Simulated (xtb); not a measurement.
xtb 6.7.1, GFN1-xTB: 1,1,1,2-tetrafluoroethane anion (FCC(F)(F)F), charge -1, multiplicity 2, 8 atoms. The geometry is a generated start, not checked to be a minimum at this level.

- run flags = --grad
- method = GFN1-xTB
- --acc = 1 (default)
- --etemp (K) = 300 (default)
- basis functions = 28
- valence electrons = 39

```xyz
8

F     -1.2925    -1.2231    -0.0405
C     -0.7935     0.0396    -0.0874
C      0.7242     0.0127     0.0766
F      1.1074    -0.5003     1.2465
F      1.3323    -0.6821    -0.8838
F      1.2041     1.2649     0.0205
H     -1.2385     0.6167     0.7306
H     -1.0435     0.4717    -1.0625
```

Charge -1 and multiplicity 2 are set for this test and not shown to be the ground state. GFN-xTB has no spin term: --uhf 1 sets the occupations alone.

One run each on 1 thread. Values of broydamp tried: 0.02, 0.05, 0.1, 0.2, 0.4 (default), 0.6, 0.8, 1.

### Question
How does the count of SCC iterations change with broydamp, and where is it least?

### Answer
Fewest SCC iterations, within one of each other: 0.4 (default) with 14, 0.6 with 13, 0.8 with 14. The count rises to 29 at 0.02. All converge to one solution.

```csv
broydamp,SCC iterations,end
0.02,29,same solution
0.05,27,same solution
0.1,23,same solution
0.2,15,same solution
0.4 (default),14,same solution
0.6,13,same solution
0.8,14,same solution
1,15,same solution
```
